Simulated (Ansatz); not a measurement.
The parent structure is KSrCl₃ in the cubic perovskite structure (space group Pm-3m, No. 221; a = 5.6767 Å; a hypothetical phase, not in the database extracts checked).

(Cell as relaxed with PBE.)

Levels (all Ansatz, a quantum-chemistry and plane-wave program, PAW): PBE (420 eV, without spin-orbit coupling); r2SCAN (500 eV, no SOC).

Each level relaxes its own structure.

| quantity | PBE | r2SCAN |
|---|---|---|
| volume per atom | 36.59 Å³ | (withheld) |
| lattice parameter a | 5.677 Å | (withheld) |
| band gap | 4.44 eV | (withheld) |
| gap character | indirect, R → Γ | (withheld) |
| electron mass | 0.49 mₑ | (withheld) |

Predict the r2SCAN column.


- volume per atom, r2SCAN: 35.81 Å³
- lattice parameter a, r2SCAN: 5.636 Å
- band gap, r2SCAN: 5.19 eV
- gap character, r2SCAN: indirect, R → Γ
- electron mass, r2SCAN: 0.49 mₑ

PBE's volume per atom lies 0.78 Å³ above r2SCAN's (2.2 %); PBE's lattice parameter a lies 0.0404 Å above r2SCAN's (0.7 %); PBE's band gap lies 0.75 eV below r2SCAN's; the two agree on the gap character and electron mass. Neither level is exact; r2SCAN is the comparison here, not a measurement.

Effective masses come from finite differences of ±0.01 Å⁻¹. Whether these cells are dynamically stable was not tested. Many cubic perovskites are stable only at high temperature; tilts and polar distortions were not tested.
